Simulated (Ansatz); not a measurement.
Results of r²SCAN (plane waves, PAW; Ansatz, a first-principles code) for PbS (model structure, P6₃/mmc, No. 194).

Input file:

Ansatz 0.2 input:
```yaml
crystal:
  lattice:
    - [4.1505833396, 0.0, 0.0]
    - [-2.0752916698, 3.5945106126, 0.0]
    - [0.0, 0.0, 7.3803672269]
  atoms:
    - { symbol: Pb, position: [0.0, 0.0, 0.0] }
    - { symbol: Pb, position: [0.0, 0.0, 0.5] }
    - { symbol: S, position: [0.3333333333, 0.6666666667, 0.25] }
    - { symbol: S, position: [0.6666666667, 0.3333333333, 0.75] }
basis:
  ecutwfc: 560
  ecutrho_ratio: 4
  xc_grid: 3
kpoints:
  mp_grid: { grid: [18, 18, 10] }
hamiltonian:
  xc: r2scan
  dispersion: none
  pseudopotentials: { kind: paw }
scf:
  occupations: { method: fermi_dirac, width: 0.05 }
output:
  forces: true
  stress: true
  eigenvalues: true
relax:
  f_tol: 0.004
  escape_saddle: false
  max_steps: 80
  cell: { stress_tol: 0.02, fix: [volume] }
```

Excerpt of the program's output:

```
Relaxation: its limit of steps is 80 (relax.max_steps)
Crystal: 4 atoms, lattice volume = 110.110 Å³
Basis set: ecut = 560 eV, 3293 PW (Γ), exchange–correlation on 108×108×180 points (27 copies of the dense FFT grid, shifted against one another)
Bands: 24, of which v1, the nominal top of the filled ones, is band 20 counted from 1 (19 counted from 0)
Symmetry: 24 space group operations
Space group: P63/mmc (ITA 194), of the structure as read, at distance tolerance 4.8e-5 Å
k-points: 222 of 3240
Functional: x = r2scan, c = r2scan; τ floored in thin density (d = 2e-4 eV/Å³)
SCF iter   1: F=—  HF=-25655.725872 eV  |F-HF|=—  |Δ(HF+E_count)|=         —  Δρ=5.94e-3  dr2=2.87e-2  dr2_τ=5.99e-3
SCF iter   2: F=—  HF=-25655.733880 eV  |F-HF|=—  |Δ(HF+E_count)|=   8.01e-3  Δρ=2.71e-3  dr2=7.52e-3  dr2_τ=2.06e-4
  ...
SCF 1 converged in 7 iterations: F = -25655.733592 eV  dr2 = 4.80e-9
Crystal: 4 atoms, lattice volume = 110.110 Å³
Basis set: ecut = 560 eV, 3305 PW (Γ), exchange–correlation on 108×108×180 points (27 copies of the dense FFT grid, shifted against one another)
Initial density: handed on by an earlier stage of this run
SCF 2 converged in 5 iterations: F = -25655.733837 eV  dr2 = 3.59e-8
Crystal: 4 atoms, lattice volume = 110.110 Å³
SCF 3 converged in 4 iterations: F = -25655.733853 eV  dr2 = 4.17e-9
Crystal: 4 atoms, lattice volume = 110.110 Å³
SCF iter   4: F=—  HF=-25655.733853 eV  |F-HF|=—  |Δ(HF+E_count)|=   1.02e-8  Δρ=2.03e-7  dr2=1.66e-11  dr2_τ=1.21e-11
SCF iter   5: F=-25655.733853 eV  HF=-25655.733853 eV  |F-HF|=7.28e-12  |Δ(HF+E_count)|=  2.40e-10  Δρ=1.58e-8  dr2=3.47e-13  dr2_τ=9.17e-15
SCF 4 converged in 5 iterations: F = -25655.733853 eV  dr2 = 3.47e-13
SCF converged after 5 iterations
Free energy (F): -25655.733853 eV
Internal energy: -25655.733815 eV  (E = F + TS)
E sigma→0 (E₀):  -25655.733834 eV
Fermi energy:    8.021755 eV
--- Stress (GPa, compression-positive) ---
       -1.050107      -0.000000       0.000000
       -0.000000      -1.050107       0.000000
        0.000000       0.000000      -1.050612
  P = ⅓ Tr σ = -1.0503 GPa (-10.503 kbar)
```

The cell is one volume of an energy–volume scan, off the minimum.

The PAW data were made under PBE.

Note: the cell keeps the symmetry of its start, so it can be a saddle point.

It cost roughly 90 core-seconds of CPU time.

A model structure was made by putting elements into a prototype or built by hand; it is no filed structure, need not be a known phase, and can be a saddle point held by its symmetry.
